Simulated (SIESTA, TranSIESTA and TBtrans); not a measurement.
System: Fe chain with one bond stretched by 0.6 Å. Leads: straight Fe chain, spacing 2.385 Å. Geometry: as built, not relaxed. Transport runs along z; the first 6 and the last 6 of the 20 atoms are the lead cells, repeated to infinity.

```xyz
20
Lattice="9.000 0.000 0.000 0.000 9.000 0.000 0.000 0.000 48.300" Properties=species:S:1:pos:R:3 pbc="F F T"
Fe     4.500     4.500     0.000
Fe     4.500     4.500     2.385
Fe     4.500     4.500     4.770
Fe     4.500     4.500     7.155
Fe     4.500     4.500     9.540
Fe     4.500     4.500    11.925
Fe     4.500     4.500    14.310
Fe     4.500     4.500    16.695
Fe     4.500     4.500    19.080
Fe     4.500     4.500    21.465
Fe     4.500     4.500    24.450
Fe     4.500     4.500    26.835
Fe     4.500     4.500    29.220
Fe     4.500     4.500    31.605
Fe     4.500     4.500    33.990
Fe     4.500     4.500    36.375
Fe     4.500     4.500    38.760
Fe     4.500     4.500    41.145
Fe     4.500     4.500    43.530
Fe     4.500     4.500    45.915
```
Starting moments (μB): atom 7 +3.2, atom 8 +3.2, atom 9 +3.2, atom 10 +3.2, atom 11 +3.2, atom 12 +3.2, atom 13 +3.2, atom 14 +3.2; lead atoms +3.2 (left) and +3.2 (right).

Run with TranSIESTA and TBtrans (open boundaries, self-consistent; PseudoDojo norm-conserving potentials, scalar-relativistic): Spin polarized, PAO.BasisSize DZP, PAO.EnergyShift 0.15 eV, XC.Authors PBE, Mesh.Cutoff 200 Ry, ElectronicTemperature 300 K, TS.Voltage 0.0 eV, TBT.Elecs.Eta 0.001 eV.

Energies count from the leads' Fermi level. Transmissions are for each spin. The energy step is 0.01 eV; narrower resonances are cut or missed.

```tsv
E (eV)	T up	T down
-0.20	0.987	1.18
-0.15	0.987	1.19
-0.10	0.986	1.20
-0.05	0.986	1.21
0.00	0.986	1.23
0.05	0.986	1.25
0.10	0.987	1.27
0.15	0.987	1.30
0.20	0.988	1.35
```

Question: Give the zero-bias conductance in μS and the resistance at 300 K.

Answer: At the Fermi level the mean of both spins is (0.986 + 1.23)/2 = 1.11. Averaged with −∂f/∂E over the full grid (kT = 25.9 meV) it is 1.11. With G0 = 2e²/h = 77.48 μS, G = 86.0 μS and R = 1/G = 11.6 kΩ.

Question: The eigenchannels at the Fermi level (both spins) transmit 0.986, 0.989, 0.102, 0.102, 0.0331. What Fano factor of the shot noise follows at low temperature and bias?

Answer: F = Σ τ(1 − τ)/Σ τ = 0.240/2.21 = 0.11.

The magnetic order of the leads was set by the start, and no other order was tried; the separate lead runs end at 3.46 (left) and 3.46 (right) μB an atom. The straight chain is held at its spacing; free chains may zigzag or dimerise.
